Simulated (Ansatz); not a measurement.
Worked example: self-consistent single point of MoCl6 (P31m, 7 atoms in the cell) in Ansatz (a program for electronic structure).

Level of theory: LDA (PW92), harder PAW files (source: ansatz) made with PBE (plane waves; Ansatz).

```
MoCl6
1.0
    6.15496     0.00000     0.00000
   -3.07748     5.33035     0.00000
    0.00000     0.00000     5.64892
Mo Cl
1 6
Direct
  0.00000   0.00000   0.50885
  0.30361   0.30361   0.26629
  0.69639   0.69639   0.73371
  0.69639   0.00000   0.26629
  0.30361   0.00000   0.73371
  0.00000   0.69639   0.26629
  0.00000   0.30361   0.73371
```

Reference input (self-consistent single point, DFT, LDA (PW92), plane waves, default PAW files made with PBE): basis.ecutwfc = 420 eV; kpoints.mp_grid.grid = 4 4 4; hamiltonian.xc = lda; hamiltonian.pseudopotentials = {kind: paw} (the program's default PAW files); scf.occupations.method = fixed. This run's input differs from it in these lines:

Ansatz 0.2 input:
```diff
@@ -15,3 +15,3 @@
 basis:
-  ecutwfc: 420.0
+  ecutwfc: 460.0
 kpoints:
@@ -20,3 +20,3 @@
   xc: lda
-  pseudopotentials: { kind: paw }
+  pseudopotentials: { kind: paw, source: ansatz }
 scf:
```

Output (repeated stretches shortened):

```
SCF iter   1: F=—  HF=-11113.472707 eV  |F-HF|=—  |Δ(HF+E_count)|=         —  Δρ=4.90e-2  dr2=4.65e0  ethr=3.10e-3  ⟨swp⟩=5.2  Hψ=1771  notcnv=0  defer=51
all-band conjugate gradients solve this SCF's bands
preconditioner: auto → Resta (q_TF=auto, 2.235 Å⁻¹)
SCF iter   2: F=—  HF=-11112.539263 eV  |F-HF|=—  |Δ(HF+E_count)|=   9.33e-1  Δρ=2.95e-2  dr2=1.16e0  ethr=3.10e-3  ⟨swp⟩=3.0  Hψ=800  notcnv=0  defer=54
   [... lines left out ...]
SCF iter   7: F=—  HF=-11112.224638 eV  |F-HF|=—  |Δ(HF+E_count)|=   6.13e-5  Δρ=2.20e-4  dr2=1.34e-4  ethr=7.39e-7  ⟨swp⟩=3.0  Hψ=845  notcnv=0  defer=61
SCF iter   8: F=—  HF=-11112.224617 eV  |F-HF|=—  |Δ(HF+E_count)|=   2.12e-5  Δρ=5.23e-5  dr2=9.09e-6  ethr=2.40e-7  ⟨swp⟩=2.0  Hψ=780  notcnv=0  defer=26
SCF iter   9: F=—  HF=-11112.224404 eV  |F-HF|=—  |Δ(HF+E_count)|=   2.13e-4  Δρ=6.38e-6  dr2=1.44e-7  ethr=1.62e-8  ⟨swp⟩=2.0  Hψ=773  notcnv=0  defer=26
SCF iter  10: F=-11112.224404 eV  HF=-11112.224404 eV  |F-HF|=9.91e-10  |Δ(HF+E_count)|=   5.41e-8  Δρ=1.39e-6  dr2=6.92e-9  ethr=1.79e-10  ⟨swp⟩=15.3  Hψ=2429  notcnv=0
SCF 1 converged in 10 iterations: F = -11112.224404 eV  dr2 = 6.92e-9
Free energy (F): -11112.224404 eV
Internal energy: -11112.224404 eV  (E = F + TS)
E sigma→0 (E₀):  -11112.224404 eV
Fermi energy:    1.721630 eV
--- Forces (eV/Å), atoms counted from 1 ---
  atom   1  Mo    -0.00000000     0.00000000    -0.84088366
  atom   2  Cl    -0.12051785    -0.20874304     0.17089493
  atom   3  Cl    -0.03198488    -0.05539943     0.10940205
  atom   4  Cl     0.24103571     0.00000000     0.17089493
  atom   5  Cl     0.06396975     0.00000000     0.10940205
  atom   6  Cl    -0.12051785     0.20874304     0.17089493
  atom   7  Cl    -0.03198488     0.05539943     0.10940205
--- Stress (GPa, compression-positive) ---
       -1.898798       0.000000       0.000000
        0.000000      -1.898798       0.000000
        0.000000       0.000000      -2.155842
  P = ⅓ Tr σ = -1.9845 GPa (-19.845 kbar)
  The stress holds the Pulay correction. Without it, at fixed plane waves, as pw.x and ABINIT print it: P = -2.0751 GPa
```

The run converged in 10 iterations. Against the reference run the pressure hardly changes (-2.01 to -1.98 GPa), the largest force hardly changes (0.837 to 0.841 eV/Å) and the gap on the mesh hardly changes (0.993 to 0.994 eV).

The starting cell comes from a database of computed structures (which also holds hypothetical and non-ambient phases and stackings), without a prior relaxation at this level. Its lattice was rescaled by up to half a per cent. One atom was moved a little off its site on purpose. Ansatz's pressure includes its estimate of the finite-basis (Pulay) stress. The cutoff lies below the one recommended for these files.
